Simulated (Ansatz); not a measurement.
Take SnO$_{2}$ in the rutile structure (space group P4_2/mnm, No. 136) as the base.

```
SnO2
1.0
    4.72236     0.00000     0.00000
    0.00000     4.72236     0.00000
    0.00000     0.00000     3.19034
Sn O
2 4
Direct
  0.00000   0.00000   0.00000
  0.50000   0.50000   0.50000
  0.30607   0.30607   0.00000
  0.80607   0.19393   0.50000
  0.19393   0.80607   0.50000
  0.69393   0.69393   0.00000
```

Cartesian axes are those of the cell as printed.

Computed with LDA (Ansatz, a program for electronic structure, PAW, no spin-orbit coupling).

Before the change:

| Quantity | Result |
|---|---|
| Band gap | 1.16 eV |
| Valence-band top at Γ | 0.00, -0.80, -0.80 eV |
| Hole mass | 1.7 mₑ along c, 1.2 mₑ across (at Γ) |

Perturbation: uniaxial strain ε_xx = +2.40 %, all other strain components held at zero, atoms relaxed at fixed cell.

Problem. What happens to the energy relative to the base?

Solution. The energy increases by 5.1 meV/atom.

Problem. How does this affect the band gap?

Solution. The band gap drops by 0.22 eV to 0.94 eV.

Problem. What happens to the valence-band top at Γ?

Solution. The valence-band top at Γ (three highest levels, from the VBM) becomes 0.00, -0.73, -0.84 eV (base: 0.00, -0.80, -0.80 eV).

Problem. Predict the new largest internal atomic displacement.

Solution. The largest internal atomic displacement amounts to 0.018 Å.

Problem. What happens to the hole mass?

Solution. The hole mass becomes 1.1 mₑ along x, 1.5 mₑ along y, 1.9 mₑ along z (at Γ) (base: 1.7 mₑ along c, 1.2 mₑ across (at Γ)).

Effective masses come from finite differences of ±0.01 Å⁻¹. Stability against distortions was not tested.
